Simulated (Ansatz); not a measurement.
Start from SiO2 (space group P4_12_12, No. 92).

```xyz
12
Lattice="4.9803 0.0000 0.0000 0.0000 4.9803 0.0000 0.0000 0.0000 6.9183" Properties=species:S:1:pos:R:3 pbc="T T T"
Si     1.5057     1.5057     0.0000
Si     3.9959     0.9845     5.1888
Si     0.9845     3.9959     1.7296
Si     3.4746     3.4746     3.4592
O      1.1864     0.5430     1.2544
O      3.6766     1.9472     3.9344
O      1.3037     3.0332     0.4752
O      3.7939     4.4373     4.7135
O      4.4373     3.7939     2.2048
O      1.9472     3.6766     2.9840
O      3.0332     1.3037     6.4431
O      0.5430     1.1864     5.6640
```

Cartesian axes are those of the cell as printed.

Method: r2SCAN (Ansatz, a program for electronic structure; PAW; 500 eV plane waves; without spin-orbit coupling).

For the base:

- Band gap = 6.35 eV
- Valence-band top at Γ = 0.00, -0.31, -0.31 eV

Now apply this change: uniaxial strain ε_xx = −0.51 %, all other strain components held at zero, atoms relaxed at fixed cell.

**Question.** How does this affect the band gap, stress and valence-band top at Γ?

**Answer.** The band gap rises by 0.01 eV to 6.36 eV; the stress (xx, yy, zz, yz, xz, xy; compression positive) amounts to (0.33, -0.01, -0.05, 0.00, 0.00, 0.00) GPa; the valence-band top at Γ (three highest levels, from the VBM) goes from 0.00, -0.31, -0.31 eV to 0.00, -0.31, -0.32 eV.

Stability against distortions was not tested.
